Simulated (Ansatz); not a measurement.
# Bi$_{2}$Se$_{3}$ in the Bi2Te3 type structure (space group R-3m, No. 166)

Space group R-3m, hexagonal axes (No. 166); a = 4.145 Å, b = 4.145 Å, c = 29.266 Å, α = 90.00°, β = 90.00°, γ = 120.00°

```csv
atom,site,symmetry,x,y,z
Bi,6c,3m,0.0000,0.0000,0.3994
Se,3a,-3m,0.0000,0.0000,0.0000
Se,6c,3m,0.0000,0.0000,0.2142
```
(The calculation used a cell of 5 atoms; values per cell refer to that cell.)

All numbers come from r2SCAN+rVV10, PAW, 500 eV (Ansatz, a first-principles code; without spin-orbit coupling). Γ-centred 9×9×9 mesh, Fermi–Dirac width 0.05 eV.

- Volume per atom = 29.02 Å³
- Density = 7.49 g/cm³
- Band gap = 0.60 eV, direct at Γ
- Electron mass = 0.45 mₑ along c, 0.11 mₑ across
- Hole mass = 0.38 mₑ along c, 0.24 mₑ across
- Total energy = -8249.624 eV/atom (σ→0; compares only within this code and set-up)

Spin-orbit coupling, missing from the scalar runs, can matter with Bi. Effective masses come from finite differences of ±0.01 Å⁻¹. No phonon test of stability was made.
